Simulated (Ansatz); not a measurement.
# Rb3TlF6 (space group I4/mmm, No. 139)

```yaml
crystal:
  lattice:
    - [-3.43866, 3.43866, 4.81859]
    - [3.43866, -3.43866, 4.81859]
    - [3.43866, 3.43866, -4.81859]
  atoms:
    - { symbol: Rb, position: [0.25000, 0.75000, 0.50000] }
    - { symbol: Rb, position: [0.75000, 0.25000, 0.50000] }
    - { symbol: Rb, position: [0.50000, 0.50000, 0.00000] }
    - { symbol: Tl, position: [0.00000, 0.00000, 0.00000] }
    - { symbol: F, position: [0.00000, 0.68860, 0.68860] }
    - { symbol: F, position: [0.00000, 0.31140, 0.31140] }
    - { symbol: F, position: [0.68860, 0.00000, 0.68860] }
    - { symbol: F, position: [0.31140, 0.00000, 0.31140] }
    - { symbol: F, position: [0.23271, 0.23271, 0.00000] }
    - { symbol: F, position: [0.76729, 0.76729, 0.00000] }
```

The values are results of plane-wave PAW DFT at the PBEsol level (Ansatz, a program for electronic structure, 420 eV), spin-orbit coupling left out, not measurements. k-mesh 7×7×7 (Γ-centred); smearing 0.05 eV (Fermi–Dirac).

| Item | Value |
|---|---|
| Volume per atom | 22.79 Å³ |
| Density | 4.19 g/cm³ |
| Band gap | 3.16 eV, indirect, X → Γ |
| Electron mass | 0.65 mₑ along c, 0.61 mₑ across |
| Lowest conduction-band minima above the VBM | Γ 3.16 eV |
| Total energy | -2575.603 eV/atom (σ→0; compares only within this code and set-up) |

With Tl present, leaving out spin-orbit coupling can change the band edges. Masses are band curvatures over ±0.01 Å⁻¹ around the edge. Stability against distortions was not tested.
